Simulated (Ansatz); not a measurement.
The starting structures come from a database of crystals and need not be the phases stable at ambient conditions.

 Where the default PAW files enter, the runs use the earlier of Ansatz's two default sets.

Evanescent states of NaSr$_{4}$(BN$_{2}$)$_{3}$ (Im-3m, not sure to be the ambient phase, 14 atoms a cell, 15.6 Å³ an atom, -2 GPa at this level) along the normal of (110)

These are r2SCAN (plane waves, PAW; Ansatz, a program for electronic structure) values and carry that method's errors.

The gap is the functional's own. No spin-orbit coupling. Mid-gap values are interpolated on the energy grid.

Energies count from the valence-band top; κ is the least over a 6×6 mesh across the current.

| E (eV) | κ (1/Å) | where |
|---|---|---|
| 0.07 | 0.108 | off Γ |
| 0.20 | 0.179 | off Γ |
| 0.33 | 0.223 | off Γ |
| 0.46 | 0.255 | off Γ |
| 0.58 | ___ | off Γ |
| 0.71 | ___ | off Γ |
| 0.84 | ___ | Γ |
| 0.97 | ___ | Γ |
| 1.10 | ___ | Γ |
| 1.24 | ___ | Γ |
| 1.36 | ___ | Γ |
| 1.50 | ___ | Γ |
| 1.62 | ___ | Γ |
| 1.75 | ___ | Γ |
| 1.89 | ___ | Γ |
| 2.02 | 0.189 | Γ |
| 2.15 | 0.158 | Γ |
| 2.27 | 0.116 | Γ |
| 2.40 | 0.031 | Γ |

**Question.** What belongs in the gaps?

**Answer.** 
- 0.58, κ (1/Å): 0.280
- 0.71, κ (1/Å): 0.301
- 0.84, κ (1/Å): 0.315
- 0.97, κ (1/Å): 0.308
- 1.10, κ (1/Å): 0.300
- 1.24, κ (1/Å): 0.290
- 1.36, κ (1/Å): 0.279
- 1.50, κ (1/Å): 0.266
- 1.62, κ (1/Å): 0.251
- 1.75, κ (1/Å): 0.234
- 1.89, κ (1/Å): 0.214
